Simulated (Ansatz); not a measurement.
# SrTiO3: response to strain

The reference is SrTiO3 in the cubic perovskite structure (space group Pm-3m, No. 221; a = 3.8542 Å). Axes: x, y, z lie along the cube axes.

Strains are applied to the cell and any free atomic positions relax; under biaxial strain the out-of-plane vector relaxes too.

All numbers come from LDA/PAW in Ansatz (a quantum-chemistry and plane-wave program), no spin-orbit coupling.

Notes on the quantities. energy relative to the base: free energy F.

```csv
variant,out-of-plane strain,band gap,energy relative to the base
base,–,1.85 eV,0 meV/atom
"biaxial strain −2.50 %, plane normal [111], relaxed out of plane",+1.81 %,1.80 eV,+19 meV/atom
"biaxial strain −2.00 %, plane normal [111], relaxed out of plane",+1.43 %,1.82 eV,___
"biaxial strain −1.50 %, plane normal [111], relaxed out of plane",+1.06 %,1.83 eV,___
"biaxial strain −1.00 %, plane normal [111], relaxed out of plane",+0.70 %,1.84 eV,+2.9 meV/atom
"biaxial strain −0.50 %, plane normal [111], relaxed out of plane",+0.34 %,1.85 eV,+0.7 meV/atom
```

Complete the table.


- biaxial strain −2.00 %, plane normal [111], relaxed out of plane, energy relative to the base: +12 meV/atom
- biaxial strain −1.50 %, plane normal [111], relaxed out of plane, energy relative to the base: +6.6 meV/atom

Stability against distortions was not tested. All final runs are without spin polarisation. Many cubic perovskites are stable only at high temperature; tilts and polar distortions were not tested.
